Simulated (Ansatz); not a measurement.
Band structure of MgSe (Fm-3m, 2 atoms in the cell).

```
CELL_PARAMETERS angstrom
      0.00000     2.73000     2.73000
      2.73000     0.00000     2.73000
      2.73000     2.73000     0.00000
ATOMIC_POSITIONS crystal
  Mg 0.00000 0.00000 0.00000
  Se 0.50000 0.50000 0.50000
```

Method: PBE (plane waves, PAW; Ansatz, a quantum-chemistry and plane-wave program).

Settings: basis.ecutwfc = 420 eV; kpoints.mp_grid.grid = 8 8 8; hamiltonian.xc = pbe; hamiltonian.pseudopotentials = {kind: paw} (the program's default PAW files); scf.occupations.method = fermi_dirac; scf.occupations.width = 0.01 eV; kpoints.band_path.npoints = 8.

The starting cell has typed, rounded lattice constants, without a prior relaxation at this level.

Question: Predict the gap along the standard path and the places of the band edges.

Answer: The gap along the path is 1.82 eV, from Γ to X; the smallest direct gap on it is 2.57 eV.

Levels in eV from the top of the valence band on the path, bands 10 to 16:
```csv
point,10,11,12,13,14,15,16
Γ,-12.92,0.00,0.00,0.00,2.57,7.43,7.43
X,-11.49,-4.23,-1.77,-1.77,1.82,3.98,11.70
W,-11.46,-3.29,-3.29,-2.53,4.54,6.98,7.57
K,-11.50,-3.74,-3.31,-1.42,3.05,6.28,8.94
L,-11.81,-4.92,-0.58,-0.58,3.83,6.11,6.11
U,-11.50,-3.74,-3.31,-1.42,3.05,6.28,8.94
```

Keys are those of Ansatz 0.2.
